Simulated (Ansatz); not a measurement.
The starting structures come from a database of crystals and need not be the phases stable at ambient conditions.

 Where the default PAW files enter, the runs use the earlier of Ansatz's two default sets.

Tunnelling through a barrier is set by its complex band structure: the current falls as exp(−2κd) with the smallest κ.

Input:

```xyz
12
Lattice="4.1430 0.0000 0.0000 2.0715 6.1842 0.1222 2.0715 -0.0700 11.4590" Properties=species:S:1:pos:R:3 pbc="T T T"
Ag     2.1049     1.5286     2.8953
Ag     6.1811     4.5857     8.6859
Au     4.1430     3.0571     5.7906
Au     0.0000     0.0000     0.0000
Cl     4.2487     5.1009     6.8783
Cl     4.0374     1.0133     4.7029
Cl     4.2487     4.0704    10.4935
Cl     4.0374     2.0438     1.0877
Cl     4.8735     0.7397     9.7445
Cl     3.4125     5.3746     1.8367
Cl     2.8020     2.2475     7.5051
Cl     5.4840     3.8667     4.0761
```

Space group of this cell: C2/c. The cell was relaxed by PBE-D3(BJ).

Transport runs along the normal of the first two printed cell vectors.

No gap correction and no spin-orbit coupling; mid-gap values are interpolated between computed energies.

Task: Compute, with Ansatz (a quantum-chemistry and plane-wave program) with r2SCAN, the band gap and the smallest decay constant κ at mid-gap.

Result: Gap 0.74 eV on a 8×8×8 mesh; κ = 0.309 1/Å, at (0.500, 0.000) of the in-plane reciprocal vectors. At the zone centre, at the nearest computed energy, the slowest state has κ = 0.41 1/Å.
